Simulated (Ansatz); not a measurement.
Functionals compared on CH3 on the 1x1 (110) surface of bcc W, one in a 2x2 cell, started at the site 'hollow W-W-W', in Ansatz (plane waves, PAW). The structure was relaxed with PBE; the other rows are single points on it, each with its references at the same level. Cutoff 420 eV (500 eV for r2SCAN).

Model: 20-atom slab, 6.6 Å thick at the start under the adsorbate (thin: gaps and levels are the slab's own), 6x6x1 mesh, Fermi-Dirac 0.1 eV, dipole correction, 8 atoms held, the rest relaxed; no symmetry held; no spin, no spin-orbit, no U, no dispersion correction. At the end it is bonded to 3 W. In PBE it is, or lies within 0.03 eV of, the lowest of the starts that converged. These notes are the PBE run's. Adsorption energies are against CH4(g) − ½ H2(g). A negative adsorption energy means that the adsorbate is more stable on the surface than in its reference.

```tsv
functional	adsorption energy (eV)	work function of the top face (eV)	change of the work function (eV)	rough cost of the single point
PBE	-0.01	3.70	-1.12	–
RPBE	…	…	…	very roughly 4 core-minutes
r2SCAN	-0.18	3.71	-1.18	about 7 core-minutes (a rough figure)
```

Q: Complete the blanks.

A: 
- RPBE, adsorption energy (eV): 0.29
- RPBE, work function of the top face (eV): 3.60
- RPBE, change of the work function (eV): -1.09

Ansatz is a program for electronic structure.
